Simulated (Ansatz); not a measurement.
Start from PbI₂ in the CdI2 type structure (space group P-3m1, No. 164; a = 4.4389 Å, c = 6.7413 Å; layered).

Computed with PBEsol-D3(BJ) (Ansatz, a quantum-chemistry and plane-wave program; PAW; 420 eV plane waves; spin-orbit coupling left out).

One change was made to it. Results:

The c/a ratio increases by 0.081 (1.519 → 1.600); the band gap falls by 0.67 eV to 1.25 eV; the lattice parameter a decreases by 0.389 Å to 4.050 Å.

Problem. What was done to the base?
A) I → Sb
B) Pb → Si
C) Pb → Ge

Solution. B, Pb → Si. For comparison, the band gap in the other runs: I → Sb gives zero; Pb → Ge gives 1.67 eV.

With I and Pb present, leaving out spin-orbit coupling can change the band edges. Whether these cells are dynamically stable was not tested. As relaxed here, SiI2 and PbSb2 are hypothetical phases, not in the database extracts checked. All final runs are without spin polarisation.
